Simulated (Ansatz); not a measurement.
# Hypothetical Fm-3m WGe2: pressure series

The reference is WGe2 (space group Fm-3m, No. 225; a = 6.078 Å; a hypothetical phase, not in the database extracts checked).

Cell and atoms are relaxed at each pressure.

Level of theory: r2SCAN, PAW, 500 eV (Ansatz, a quantum-chemistry and plane-wave program; spin-orbit coupling left out).

Notes on the quantities. enthalpy: H = E + PV relative to the base's energy.

```tsv
variant	enthalpy	density
base	–	9.74 g/cm³
pressure −2 GPa	-0.24 eV/atom	9.58 g/cm³
pressure −1 GPa	-0.12 eV/atom	9.66 g/cm³
pressure 3 GPa	+0.35 eV/atom	9.95 g/cm³
pressure 7 GPa	+0.80 eV/atom	10.22 g/cm³
pressure 15 GPa	+1.67 eV/atom	10.70 g/cm³
pressure 30 GPa	+3.20 eV/atom	11.48 g/cm³
pressure 50 GPa	+5.11 eV/atom	12.33 g/cm³
pressure 75 GPa	+7.33 eV/atom	13.21 g/cm³
pressure 100 GPa	+9.42 eV/atom	13.98 g/cm³
```

Load acts through the strain it causes; cell and atoms are relaxed under it. Whether these cells are dynamically stable was not tested. Competing high-pressure phases were not computed. The final runs are not spin-polarised. WGe2 has a high density of states at the Fermi level and may be magnetic at this level.
